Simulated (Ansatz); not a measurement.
Results of PBE (PAW; Ansatz, a program for electronic structure) for L1₂ (Cu3Au-type) Ni3Si.

Run with plane-wave cutoff 520 eV, 16×16×16 k mesh, Fermi–Dirac smearing 0.05 eV, no spin polarisation, scalar-relativistic PAW data made under PBE.

Pressure at four volumes; x = ln(V/10.777 Å³). One pressure is withheld.

```csv
V (Å³/atom),x,P (GPa)
10.130,-0.0619,15.30
10.777,0.0000,0.00
11.208,0.0392,-7.63
11.423,0.0582,?
```

**Question.** Pass a parabola P(x) through the three rows shown, estimate the bulk modulus and its pressure derivative near zero pressure, and predict the withheld pressure.

**Answer.** Slopes between the rows: (0.00 − (15.30))/(0.0000 − (-0.0619)) = -247.17 and (-7.63 − (0.00))/(0.0392 − (0.0000)) = -194.64 GPa. Their difference over the span 0.1011 is c = 52.53/0.1011 = 519.6 GPa, so P(x) = 15.30 + (-247.17)(x − (-0.0619)) + 519.6 (x − (-0.0619))(x − (0.0000)). At the middle row B = −dP/dx = −[-247.17 + 519.6 × 0.0619] = 215.0 GPa, and B′ = dB/dP = 2c/B = 4.8. At x = 0.0582 the parabola gives -10.75 GPa; the run gives -10.83 GPa. The Birch–Murnaghan fit to the energies at all volumes has B0 = 213 GPa and B′ = 4.8.
